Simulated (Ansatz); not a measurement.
TbAg₂ (I4/mmm, No. 139), treated with r²SCAN+rVV10 (Ansatz, a program for electronic structure, plane waves, PAW).

Numerical settings: plane-wave cutoff 560 eV, 20×20×20 k mesh, Fermi–Dirac smearing 0.05 eV, spin-polarised with parallel moments, scalar-relativistic PAW data made under PBE.

Computed at the level's own relaxed cell.

What does this level give for the lattice constant a and lattice parameter c?


lattice constant a: 3.694 Å
lattice parameter c: 9.256 Å

Note: the magnetic order was assumed, not searched for or taken from measurement; the 4f shell is treated without U or exact exchange, so its levels and filling can be wrong.

Spin–orbit coupling is not included.

Static lattice: no zero-point or thermal effects.

Cost on a shared machine: about 27 core-minutes (a rough figure).
